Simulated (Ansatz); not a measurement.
Rock-salt LuN, treated with PBEsol+SOC in Ansatz (plane waves, PAW).

Settings: plane-wave cutoff 520 eV, 20×20×20 k mesh, Fermi–Dirac smearing 0.05 eV, PAW data made under PBE.

Results at a series of volumes:

```csv
V (Å³/atom),E − E_lowest (meV/atom),P (GPa)
12.167,29.62,12.87
12.426,12.71,8.14
12.685,3.07,3.87
12.944,0.00,0.00
13.203,2.87,-3.50
13.461,11.12,-6.66
13.720,24.23,-9.52
```

Task: Estimate the bulk modulus from the pressures at 12.685 and 13.203 Å³/atom, and compare it with a fit to all energies.

Result: B = −V dP/dV. Between V = 12.685 and 13.203 Å³/atom, dP/dV = (-3.50 − (3.87))/(13.203 − 12.685) = -14.2 GPa per Å³/atom; at the midpoint 12.944 Å³/atom this gives B ≈ 184 GPa. The third-order Birch–Murnaghan fit gives V0 = 12.944 Å³/atom, B0 = 184 GPa, B′ = 4.0, which lies within 1 % of that estimate.

Static lattice: no zero-point or thermal effects.

It cost around 10 core-minutes (rough) of CPU time.

Ansatz is a quantum-chemistry and plane-wave program.
